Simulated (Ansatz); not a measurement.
Output of an Ansatz run (abridged):

```
WARN ansatz: RAYON_NUM_THREADS=1 ignored (pool sized by the plan → 1); use --threads N
Pseudopotentials: kind: paw
Pseudopotential: La, paw, valence charge 11
Pseudopotential: Zn, paw, valence charge 12
Crystal: 2 atoms, lattice volume = 53.476 Å³
Basis set: ecut = 420.4159175005146 eV, 1021 PW (Γ)
Bands: 16, of which v1, the nominal top of the filled ones, is band 12 counted from 1 (11 counted from 0)
Symmetry: 48 space group operations
Space group: Pm-3m (ITA 221), of the structure as read, at distance tolerance 3.8e-5 Å
k-points: 35 of 729
PAW frozen core: La, regenerated for the run's functional, and the local potential with it
PAW frozen core: Zn, regenerated for the run's functional, and the local potential with it
Initial density: superposition of atomic densities (neutral atoms: chi_scale 0, normalization atom), corrected by the library's trained network
Initial wavefunctions: pseudopotential atomic-orbital guess
Eigensolver: davidson
Functional: x = slater, c = lda
SCF iter   1: F=—  HF=-9322.852017 eV  |F-HF|=—  |Δ(HF+E_count)|=         —  Δρ=5.41e-3  dr2=9.11e-3  ethr=1.77e-3  ⟨swp⟩=4.6  Hψ=2457  notcnv=0
all-band conjugate gradients solve this SCF's bands
preconditioner: auto → Kerker (q_TF=auto, 2.370 Å⁻¹)
SCF iter   2: F=—  HF=-9322.848394 eV  |F-HF|=—  |Δ(HF+E_count)|=   3.62e-3  Δρ=2.42e-3  dr2=2.23e-3  ethr=3.96e-5  ⟨swp⟩=2.0  Hψ=1400  notcnv=0  defer=1
SCF iter   3: F=—  HF=-9322.847859 eV  |F-HF|=—  |Δ(HF+E_count)|=   5.36e-4  Δρ=1.08e-3  dr2=2.61e-4  ethr=9.67e-6  ⟨swp⟩=2.1  Hψ=983  notcnv=0  defer=1
SCF iter   4: F=—  HF=-9322.847770 eV  |F-HF|=—  |Δ(HF+E_count)|=   8.85e-5  Δρ=3.41e-4  dr2=7.74e-5  ethr=1.13e-6  ⟨swp⟩=2.0  Hψ=744  notcnv=0  defer=1
SCF iter   5: F=—  HF=-9322.847757 eV  |F-HF|=—  |Δ(HF+E_count)|=   1.33e-5  Δρ=1.23e-4  dr2=8.32e-6  ethr=3.37e-7  ⟨swp⟩=2.0  Hψ=857  notcnv=0  defer=1
SCF iter   6: F=—  HF=-9322.847757 eV  |F-HF|=—  |Δ(HF+E_count)|=   3.57e-8  Δρ=2.76e-5  dr2=3.35e-7  ethr=3.62e-8  ⟨swp⟩=2.0  Hψ=840  notcnv=0  defer=1
SCF iter   7: F=-9322.847757 eV  HF=-9322.847757 eV  |F-HF|=3.99e-9  |Δ(HF+E_count)|=   1.83e-8  Δρ=4.15e-6  dr2=1.24e-8  ethr=4.35e-10  ⟨swp⟩=5.2  Hψ=2580  notcnv=0
SCF 1 converged in 7 iterations: F = -9322.847757 eV  dr2 = 1.24e-8
SCF converged after 7 iterations
Free energy (F): -9322.847757 eV
Harris-Foulkes:  -9322.847757 eV  (|F-HF|=3.99e-9)
Internal energy: -9322.832179 eV  (E = F + TS)
E sigma→0 (E₀):  -9322.839968 eV
Entropy (-TS):   -0.015578 eV (-7.789 meV/atom)
Fermi energy:    10.301202 eV
--- Per-component energies (eV) ---
  E_band       = -7.999593
  E_kinetic    = 322.862073
  E_local      = -2112.243150  (includes V_loc(G=0)·N_el)
  E_nonlocal   = 711.465225
  E_hartree    = 864.350710
  E_xc         = -273.637987
  E_vxc        = -200.465627  (∫ρ·V_xc dr)
  E_paw        = -6996.039934  (= ΣΔE_a)
  E_vpaw       = -458.319002  (= ΣTr[D̂ρ^β])
  E_aug_tail   = -0.000378  (compensation charges beyond the density's cutoff)
  E_ewald      = -1841.468595
  E_core_change = 1.879858  (= ΣΔE_core)
  E_smearing   = -0.015578  (= −TS)
  E_closure    = 0.000000  (closes the sum)
  Σ components = -9322.847757   (vs F -9322.847757, Δ=0.00e0)
--- Forces (eV/Å), atoms counted from 1 ---
  atom   1  La     0.00000000    -0.00000000    -0.00000000
  atom   2  Zn     0.00000000     0.00000000     0.00000000
  max |Σ_I F_I| component: 1.24e-29 eV/Å
--- Stress (GPa, compression-positive) ---
       -4.596781       0.000000       0.000000
       -0.000000      -4.596781       0.000000
        0.000000       0.000000      -4.596781
  P = ⅓ Tr σ = -4.5968 GPa (-45.968 kbar)
  The stress holds the Pulay correction. Without it, at fixed plane waves, as pw.x and ABINIT print it: P = -4.6091 GPa
--- Band table (eV; the first three rows and the last of 35) ---
  k-point 0: bands = ["-22.5691", "-5.8740", "-5.8740", "-5.8740", "3.2138", "3.2138", "3.3409", "3.3409", "3.3409", "4.2481", "9.9112", "9.9112", "11.8637", "11.8637", "11.8637", "11.9924"]
  k-point 1: bands = ["-22.5617", "-5.9769", "-5.8656", "-5.8656", "3.2189", "3.2346", "3.3409", "3.3409", "3.3421", "4.4430", "9.9569", "10.0053", "11.7567", "11.8515", "11.8515", "11.9717"]
  k-point 2: bands = ["-22.5427", "-6.2254", "-5.8443", "-5.8443", "3.2318", "3.2857", "3.3413", "3.3413", "3.3454", "4.9779", "9.9203", "10.0828", "11.6101", "11.7941", "11.7941", "11.9112"]
  k-point 34: bands = ["-22.3892", "-6.4094", "-6.4062", "-6.4062", "3.3236", "3.3364", "3.3364", "3.4469", "3.4469", "7.6074", "8.3687", "8.3687", "9.4317", "12.0031", "12.0031", "12.0089"]
```

The structure:

```xyz
2
Lattice="3.7675 0.0000 0.0000 0.0000 3.7675 0.0000 0.0000 0.0000 3.7675" Properties=species:S:1:pos:R:3 pbc="T T T"
La     0.0000     0.0000     0.0000
Zn     1.8837     1.8837     1.8837
```

Write an input that gives this output.

Other spellings and defaults could give the same log, and not every line can be read from it. The input that was run (DFT, LDA (PW92), plane waves, default PAW files made with PBE):

Ansatz 0.2 input:
```yaml
crystal:
  lattice:
    - [3.767489, 0.000000, 0.000000]
    - [0.000000, 3.767489, 0.000000]
    - [0.000000, 0.000000, 3.767489]
  atoms:
    - { symbol: La, position_ang: [0.000000, 0.000000, 0.000000] }
    - { symbol: Zn, position_ang: [1.883744, 1.883744, 1.883744] }
basis:
  ecutwfc: 30.9 Ry
kpoints:
  mp_grid: { grid: [9, 9, 9] }
hamiltonian:
  xc: lda
  pseudopotentials: { kind: paw }
scf:
  occupations: { method: gaussian, width: 0.0073 Ry }
output:
  forces: true
  eigenvalues: true
  stress: true
```

The starting cell comes from a database of computed structures (which also holds hypothetical and non-ambient phases and stackings), without a prior relaxation at this level. Its lattice was rescaled by up to half a per cent. With a pressure of about -5 GPa the cell is away from its equilibrium volume at this level. Ansatz's pressure includes its estimate of the finite-basis (Pulay) stress.

Ansatz is a program for electronic structure.
